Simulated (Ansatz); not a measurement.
ZrAl₃ (I4/mmm, No. 139) was calculated with rVV10 (Ansatz, a program for electronic structure, plane waves, PAW).

The run printed, among other lines:

```
Relaxation: its limit of steps is 80 (relax.max_steps)
Crystal: 8 atoms, lattice volume = 142.490 Å³
Basis set: ecut = 520 eV, 3833 PW (Γ), FFT grids on a1+a3, a2+a3, a3, exchange–correlation on 64×64×144 points (8 copies of the dense FFT grid, shifted against one another)
Bands: 29, of which v1, the nominal top of the filled ones, is band 21 counted from 1 (20 counted from 0)
Symmetry: 16 space group operations
Space group: I4/mmm (ITA 139), of the structure as read, at distance tolerance 5.2e-5 Å
k-points: 641 of 8000
Functional: x = rpw86, c = pbe(β = 0.06672455060314922) + rvv10(b = 6.3, C = 0.0093)
SCF iter   1: F=—  HF=-11725.826498 eV  |F-HF|=—  |Δ(HF+E_count)|=         —  Δρ=3.52e-3  dr2=3.80e-2
SCF iter   2: F=—  HF=-11725.818332 eV  |F-HF|=—  |Δ(HF+E_count)|=   8.17e-3  Δρ=1.52e-3  dr2=5.30e-3
  ...
SCF 1 converged in 6 iterations: F = -11725.817411 eV  dr2 = 7.20e-8
Crystal: 8 atoms, lattice volume = 142.490 Å³
Basis set: ecut = 520 eV, 3849 PW (Γ), FFT grids on a1+a3, a2+a3, a3, exchange–correlation on 64×64×144 points (8 copies of the dense FFT grid, shifted against one another)
Initial density: handed on by an earlier stage of this run
SCF 2 converged in 5 iterations: F = -11725.816931 eV  dr2 = 6.69e-9
Crystal: 8 atoms, lattice volume = 142.490 Å³
SCF 3 converged in 8 iterations: F = -11725.817522 eV  dr2 = 1.06e-12
Crystal: 8 atoms, lattice volume = 142.490 Å³
SCF 4 converged in 4 iterations: F = -11725.817527 eV  dr2 = 2.46e-10
Crystal: 8 atoms, lattice volume = 142.490 Å³
SCF iter   3: F=—  HF=-11725.817527 eV  |F-HF|=—  |Δ(HF+E_count)|=  7.09e-11  Δρ=1.16e-7  dr2=3.56e-11
SCF iter   4: F=-11725.817527 eV  HF=-11725.817527 eV  |F-HF|=3.64e-12  |Δ(HF+E_count)|=  5.46e-12  Δρ=6.54e-8  dr2=7.33e-12
SCF 5 converged in 4 iterations: F = -11725.817527 eV  dr2 = 7.33e-12
SCF converged after 4 iterations
Free energy (F): -11725.817527 eV
Internal energy: -11725.799723 eV  (E = F + TS)
E sigma→0 (E₀):  -11725.808625 eV
Fermi energy:    10.027844 eV
--- Stress (GPa, compression-positive) ---
       -1.971284       0.000000      -0.000000
        0.000000      -1.971284      -0.000000
        0.000000      -0.000000      -1.963477
  P = ⅓ Tr σ = -1.9687 GPa (-19.687 kbar)
```

Task: Write an input file that could have produced this run (the log leaves some choices open).

Result: This is not unique; one that fits is 
Ansatz 0.2 input:
```yaml
crystal:
  lattice:
    - [-2.0212290243, 2.0212290243, 8.7195320844]
    - [2.0212290243, -2.0212290243, 8.7195320844]
    - [2.0212290243, 2.0212290243, -8.7195320844]
  atoms:
    - { symbol: Zr, position: [0.1189042864, 0.1189042864, 0.0] }
    - { symbol: Zr, position: [0.8810957136, 0.8810957136, 0.0] }
    - { symbol: Al, position: [0.5, 0.0, 0.5] }
    - { symbol: Al, position: [0.0, 0.5, 0.5] }
    - { symbol: Al, position: [0.75, 0.25, 0.5] }
    - { symbol: Al, position: [0.25, 0.75, 0.5] }
    - { symbol: Al, position: [0.3747407792, 0.3747407792, 0.0] }
    - { symbol: Al, position: [0.6252592208, 0.6252592208, 0.0] }
basis:
  ecutwfc: 520
  ecutrho_ratio: 4
  xc_grid: 2
kpoints:
  mp_grid: { grid: [20, 20, 20] }
hamiltonian:
  xc: { exchange: rpw86, correlation: pbe }
  dispersion: rvv10
  pseudopotentials: { kind: paw }
scf:
  occupations: { method: fermi_dirac, width: 0.05 }
output:
  forces: true
  stress: true
  eigenvalues: true
relax:
  f_tol: 0.004
  escape_saddle: false
  max_steps: 80
  cell: { stress_tol: 0.02, fix: [volume] }
```

The cell is one volume of an energy–volume scan, off the minimum.

The PAW data were made under PBE.
